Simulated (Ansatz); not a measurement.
For SnF₄ (I4/mmm, No. 139), PBEsol (Ansatz, an electronic-structure program, plane waves, PAW) gives:

| Quantity | Value |
|---|---|
| equilibrium lattice constant a | 4.105 Å |
| lattice parameter c | 8.180 Å |

**Question.** What does r²SCAN-D4 in Ansatz (PAW) give for the same quantities?

**Answer.** 
- lattice constant a: 4.070 Å (decreases by 0.9 %)
- lattice parameter c: 7.773 Å (shrinks by 5.0 %)

Changes are worked out from the printed values.

Unless a cell is named, each level is at its own relaxed cell (PBEsol 13.79, r²SCAN-D4 12.87 Å³/atom).

Ansatz's density-functional and Hartree–Fock values are scalar-relativistic unless marked +SOC, with PAW data made under PBE.
